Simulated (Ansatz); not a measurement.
Data:

End structure of OH on the 1x1 (111) surface of fcc Rh, one in a 2x2 cell, started at the site 'hollow Rh-Rh-Rh over Rh at depth 4.4 Å':

```
CELL_PARAMETERS angstrom
      5.41644     0.00000     0.00000
     -2.70822     4.69077     0.00000
      0.00000     0.00000    26.00000
ATOMIC_POSITIONS crystal
  Rh 0.16667 0.33333 0.37435
  Rh 0.16667 0.83333 0.37435
  Rh 0.66667 0.33333 0.37435
  Rh 0.66667 0.83333 0.37435
  Rh 0.33333 0.16667 0.45810
  Rh 0.33333 0.66667 0.45810
  Rh 0.83333 0.16667 0.45810
  Rh 0.83333 0.66667 0.45810
  Rh 0.99950 0.99998 0.54141
  Rh 0.99994 0.50013 0.54577
  Rh 0.49992 0.99999 0.54139
  Rh 0.49993 0.50040 0.54139
  Rh 0.16338 0.33643 0.62726
  Rh 0.16332 0.82761 0.62720
  Rh 0.67222 0.33657 0.62714
  Rh 0.66626 0.83358 0.62459
  O  0.33299 0.16669 0.68351
  H  0.33255 0.16595 0.72085
```

Slab: 18 atoms, 6.5 Å thick at the start under the adsorbate (thin: gaps and levels are the slab's own); k 6x6x1, smearing 0.1 eV, dipole-corrected; 8 atoms held, the rest relaxed; no symmetry held; no spin, no spin-orbit, no U, no dispersion correction. At the end it is bonded to 3 Rh. In PBE it is, or lies within 0.03 eV of, the lowest of the starts that converged.

A negative adsorption energy means that the adsorbate is more stable on the surface than in its reference.

Estimate the work function of the top face that PBE (Ansatz, a quantum-chemistry and plane-wave program) returns for this input.

3.48 eV

Give the adsorption energy against H2O(g) − ½ H2(g) at the level PBE.

0.28 eV

What change of the step from the bottom to the top vacuum level, against the clean slab does PBE give?

-1.65 eV

Predict the change of the work function from PBE.

-1.67 eV
